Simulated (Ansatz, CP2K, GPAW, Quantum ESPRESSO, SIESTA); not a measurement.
**Code comparison for Nb2CuSe4 (P1, 7 atoms in the cell)**

Self-consistent single point, at a second geometry (atoms moved at random). First geometry:

```
Nb2CuSe4
1.0
    3.56073     0.00000     0.00000
   -1.78036     3.08368     0.00000
    0.00000     0.00000    13.99414
Nb Cu Se
2 1 4
Direct
  0.00000   0.00000   0.25372
  0.66667   0.33333   0.74894
  0.00000   0.00000   0.03658
  0.00000   0.00000   0.63212
  0.66667   0.33333   0.37168
  0.66667   0.33333   0.13232
  0.00000   0.00000   0.86864
```

Second geometry:
```
Nb2CuSe4
1.0
    3.56073     0.00000     0.00000
   -1.78036     3.08368     0.00000
    0.00000     0.00000    13.99414
Nb Cu Se
2 1 4
Cartesian
  0.05080  -0.02744   3.48970
  1.73496   0.95419  10.50758
 -0.03684   0.00348   0.45426
  0.04746   0.01740   8.86985
  1.76788   1.13567   5.20730
  1.81887   0.97007   1.85737
 -0.04203   0.03031  12.21207
```

Shared settings, as Ansatz (a quantum-chemistry and plane-wave program) writes them: kpoints.mp_grid.grid = 5 5 2; scf.occupations.method = gaussian; scf.occupations.width = 0.2 eV. Potentials and cutoffs stand in the table.

```
code                                                                                                                                 model  ΔF from the first geometry (meV/atom)  pressure (GPa)  largest force (eV/Å)       cutoff
----------------  ------------------------------------------------------------------------------------------------------------------------  -------------------------------------  --------------  --------------------  -----------
Quantum ESPRESSO                                                                       LDA (PZ), GBRV 1.5 ultrasoft (LDA) pseudopotentials                                   32.6           -8.14                 1.386        50 Ry
CP2K                                                  LDA (Pade form), GPW, DZVP-MOLOPT-SR-GTH basis, GTH-PADE potentials (GTH_POTENTIALS)                                   34.3           -7.66                 1.539  grid 600 Ry
GPAW                                                                         LDA (Perdew-Wang 92), GPAW PAW datasets LDA (gpaw-data 1.0.1)                                   32.9           -8.29                 1.430       800 eV
SIESTA            LDA PW92, numerical atomic orbitals DZP, PseudoDojo LDA standard norm-conserving potentials (rewritten from UPF to PSML)                                   35.4           -4.94                 1.387  grid 300 Ry
Ansatz                                                                                                 LDA (PW92), PAW files made with PBE                                   32.4           -8.07                 1.393      default
```

Size of the force on each atom (eV/Å): Sizes of forces hide their directions.

| code | Nb1 | Nb2 | Cu3 | Se4 | Se5 | Se6 | Se7 |
|---|---|---|---|---|---|---|---|
| Quantum ESPRESSO | 1.060 | 1.296 | 0.900 | 0.991 | 1.386 | 0.428 | 1.351 |
| CP2K | 1.025 | 1.314 | 1.027 | 0.996 | 1.372 | 0.363 | 1.539 |
| GPAW | 1.056 | 1.276 | 0.907 | 1.023 | 1.425 | 0.367 | 1.430 |
| SIESTA | 1.234 | 1.387 | 0.994 | 0.821 | 0.999 | 0.767 | 1.295 |
| Ansatz | 1.062 | 1.290 | 0.891 | 0.996 | 1.393 | 0.436 | 1.332 |

On Ansatz's run: spin polarisation is off; with an odd number of electrons in the cell that forces a metal, and a magnetic state may lie lower.

The spread over the programs that give each value: ΔF from the first geometry within 3.0 meV/atom; pressure within 3.35 GPa; largest force within 0.153 eV/Å.

CP2K and SIESTA use small atom-centred bases, whose incompleteness enters pressures, forces and empty levels differently from a plane-wave cutoff. Ansatz's pressure is given at a fixed set of plane waves, as the other plane-wave codes print theirs. The same LDA comes in different parametrisations, which differ slightly. In the pressure, SIESTA (by 3.21) lies more than 1 GPa from the median of the plane-wave programs. In the force vectors, CP2K (by 0.206), GPAW (by 0.089) and SIESTA (by 0.658) lie more than 0.08 eV/Å from the median of the plane-wave programs.

The shared mesh is coarse (it stands for a supercell whose shortest vector is 18 Å), so the values are not converged in it.

The starting cell comes from a database of computed structures (which also holds hypothetical and non-ambient phases and stackings), without a prior relaxation at this level. Its lattice was rescaled by a random factor within 2.5 % of one. For this run, on top of that: atoms moved at random.

Keys are those of Ansatz 0.2.
